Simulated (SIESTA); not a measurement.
SIESTA run on SnSeS (P3m1, 3 atoms in the cell): self-consistent single point.

Method of the run: LDA PW92, numerical atomic orbitals DZP, PseudoDojo LDA standard norm-conserving potentials (rewritten from UPF to PSML) (SIESTA 5.4.2).

The change in words: lattice scaled by 0.98. Reference geometry:
```xyz
3
Lattice="3.8271 0.0000 0.0000 -1.9136 3.3144 0.0000 0.0000 0.0000 6.4773" Properties=species:S:1:pos:R:3 pbc="T T T"
Sn     0.0000     2.2096     0.0496
Se     0.0000     0.0000     4.9079
S      1.9136     1.1048     1.5198
```

Reference input (self-consistent single point, DFT, LDA PW92, numerical atomic orbitals DZP, PseudoDojo LDA standard norm-conserving potentials (rewritten from UPF to PSML)): XC.functional = LDA; XC.authors = PW92; potentials = PseudoDojo LDA standard; PAO.BasisSize = DZP; PAO.EnergyShift = 0.01 Ry; MeshCutoff = 400 Ry; kgrid.MonkhorstPack = 8 8 4; OccupationFunction = FD; ElectronicTemperature = 10 K; MaxSCFIterations = 150; SCF.Mixer.Method = Broyden; SCF.Mixer.Weight = 0.1. This run's input differs from it in these lines:

```diff
@@ -13,5 +13,5 @@
 %block LatticeVectors
-     3.827132000    0.000000000    0.000000000
-    -1.913566000    3.314393000    0.000000000
-     0.000000000    0.000000000    6.477310000
+     3.750589000    0.000000000    0.000000000
+    -1.875295000    3.248105000    0.000000000
+     0.000000000    0.000000000    6.347764000
 %endblock LatticeVectors
@@ -19,5 +19,5 @@
 %block AtomicCoordinatesAndAtomicSpecies
-    -0.000003616    4.175532114    0.093638616  1
-     0.000000000    0.000000000    9.274629479  2
-     3.616119278    2.087762925    2.872073829  3
+    -0.000004174    4.092021295    0.091765846  1
+     0.000000000    0.000000000    9.089137176  2
+     3.543796237    2.046007579    2.814632441  3
 %endblock AtomicCoordinatesAndAtomicSpecies
```

Output (repeated stretches shortened):

```
        iscf     Eharris(eV)        E_KS(eV)     FreeEng(eV)     dDmax    Ef(eV) dHmax(eV)
   scf:    1    -5731.956074    -5733.702105    -5733.702105  1.239000 -3.934922  6.876173
   scf:    2    -5734.762396    -5734.268266    -5734.268266  0.060750 -4.061564  5.147981
   scf:    3    -5734.930009    -5734.784594    -5734.784594  0.156073 -4.435726  1.071024
   scf:    4    -5734.837858    -5734.813651    -5734.813651  0.035551 -4.713041  0.497890
   scf:    5    -5734.822268    -5734.819065    -5734.819065  0.030180 -4.944508  0.122379
   [... 7 lines left out ...]
   scf:   13    -5734.819954    -5734.819954    -5734.819954  0.000019 -5.007157  0.001242
   scf:   14    -5734.819954    -5734.819954    -5734.819954  0.000015 -5.007234  0.001171
   scf:   15    -5734.819954    -5734.819954    -5734.819954  0.000011 -5.007313  0.001085
   scf:   16    -5734.819954    -5734.819954    -5734.819954  0.000008 -5.007387  0.000996
SCF Convergence by DM+H criterion
max |DM_out - DM_in|         :     0.0000079813
max |H_out - H_in|      (eV) :     0.0009963216
SCF cycle converged after 16 iterations

Using DM_out to compute the final energy and forces

siesta: E_KS(eV) =            -5734.8200

siesta: E_KS - E_eggbox =     -5734.8200

siesta: Atomic forces (eV/Ang):
     1    0.000018   -0.000011    0.413527
     2   -0.000006    0.000004   -0.769641
     3   -0.000012    0.000007    0.357926
   Tot   -0.000001    0.000000    0.001812
   Max    0.769641
   Res    0.314724    sqrt( Sum f_i^2 / 3N )
   Max    0.769641    constrained

Stress tensor Voigt[x,y,z,yz,xz,xy] (kbar):        0.29        0.29       -0.43       -0.00        0.00        0.00
(Free)E + p*V (eV/cell)    -5734.8225
Target enthalpy (eV/cell)    -5734.8200

   [... lines left out ...]
siesta: FreeEng =     -5734.819954
   [... lines left out ...]
siesta:     0.000183    0.000000    0.000000
siesta:     0.000000    0.000183   -0.000000
siesta:     0.000000   -0.000000   -0.000268

siesta: Cell volume =         77.330409 Ang**3

siesta: Pressure (static):
siesta:                Solid            Molecule  Units
siesta:          -0.00000035          0.00014765  Ry/Bohr**3
siesta:          -0.00003257          0.01355620  eV/Ang**3
siesta:          -0.05218228         21.71942473  kBar
```

The run converged in 16 iterations. Against the reference run the free energy falls by 22.1 meV/atom, the pressure goes from -4.15 to -0.01 GPa, the largest force goes from 0.267 to 0.770 eV/Å and the gap on the mesh goes from 0.802 to 0.917 eV.

The starting cell comes from a database of computed structures (which also holds hypothetical and non-ambient phases and stackings), without a prior relaxation at this level. Its lattice was rescaled by a random factor within 2.5 % of one. For this run, on top of that: lattice scaled by 0.98. Values carry the incompleteness of an atom-centred basis.

Cost on one core of a shared machine: roughly 30 s.
